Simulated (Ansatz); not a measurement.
**What a tighter setting buys: basis.ecutwfc, La₃SbO₃ (C2/m, 14 atoms in the cell)**

Cell: a = 7.2365 Å, b = 7.2365 Å, c = 12.3615 Å, α = 117.32°, β = 117.32°, γ = 33.06°.

Method of the run: r2SCAN, default PAW files made with PBE (plane waves; Ansatz, a quantum-chemistry and plane-wave program).

Base settings: basis.ecutwfc = 500 eV; kpoints.mp_grid.grid = 5 5 2; hamiltonian.xc = r2scan; hamiltonian.pseudopotentials = {kind: paw} (the program's default PAW files); scf.occupations.method = fixed.

Misses are taken against the tightest run, 650 eV, which need not be fully converged itself. The energy is the free energy per atom.

The count of work is k-points × plane waves × bands × iterations; it is no time, and leaves out set-up, grids and terms that scale otherwise. Core times come from one kind of shared machine and are given to one figure; runs under 30 s give none.

Ansatz's pressure holds its estimate of the finite-basis (Pulay) stress, which hides part of the cutoff error; the uncorrected pressure shows it.

The starting cell comes from a database of computed structures (which also holds hypothetical and non-ambient phases and stackings), without a prior relaxation at this level. Ansatz's pressure includes its estimate of the finite-basis (Pulay) stress.

The runs (basis.ecutwfc): 200 eV | 250 eV | 300 eV | 350 eV | 400 eV | 450 eV | 500 eV | 575 eV | 650 eV.

Question: Which is the coarsest setting among those run that, with all tighter ones, holds the energy within 5 meV/atom of the reference, and what does it save?

Answer: 450 eV, off by 3.3 meV/atom; its saving against the reference is no more than about a factor of 2 in the count of work.

Question: Which is the coarsest setting among those run that, with all tighter ones, holds the energy within 2 meV/atom of the reference, and what does it save?

Answer: 575 eV, off by 0.95 meV/atom; its saving against the reference is no more than about a factor of 2 in the count of work.

Question: What does the step from 300 eV to 575 eV buy?

Answer: It takes the miss in the energy from 220 to 0.95 meV/atom, for 2.6 times the count of work and roughly 3 times the time.

```csv
basis.ecutwfc,energy less reference (meV/atom),pressure less reference (GPa),largest difference in the force on any atom (eV/Å),uncorrected pressure less reference (GPa),count of work / reference,core time / reference (rough)
200 eV,4735.76,-2.55,0.851,-135.06,0.17,–
250 eV,1076.44,0.69,0.210,-39.14,0.24,–
300 eV,219.05,0.14,0.017,-10.32,0.31,0.3
350 eV,38.58,0.06,0.009,-2.25,0.39,0.4
400 eV,7.34,0.02,0.003,-0.34,0.48,0.4
450 eV,3.31,0.02,0.002,-0.01,0.58,0.5
500 eV,2.40,0.02,0.002,0.00,0.68,0.6
575 eV,0.95,0.00,0.001,-0.02,0.83,0.8
650 eV,0.00,0.00,0.000,0.00,1.0,1
```

Left out of this page: 3 runs of the series stopped by limits of time or memory.

Keys are those of Ansatz 0.2.
